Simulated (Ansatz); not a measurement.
The starting structures come from a database of crystals and need not be the phases stable at ambient conditions.

Inside the gap of an insulator the Bloch states are evanescent, with a wavenumber k + iκ along the transport direction.

Input:

```xyz
3
Lattice="3.0579 0.0000 0.0000 0.0000 3.0579 0.0000 1.5289 -1.5289 2.1623" Properties=species:S:1:pos:R:3 pbc="T T T"
Be     1.5289     0.0000     1.0811
Be     3.0579     1.5289     1.0811
C      0.0000     0.0000     0.0000
```

The cell is taken as given; by PBEsol it stands under a pressure of -1.9 GPa.

Transport runs along the normal of the first two printed cell vectors, the (001) plane of the conventional cell.

No gap correction and no spin-orbit coupling; mid-gap is the computed energy nearest the middle.

Q: Predict the band gap and the smallest decay constant κ at mid-gap from PBEsol run with Ansatz (an electronic-structure program).

A: Gap 1.07 eV on a 14×14×14 mesh; κ = 0.173 1/Å, at the zone centre.
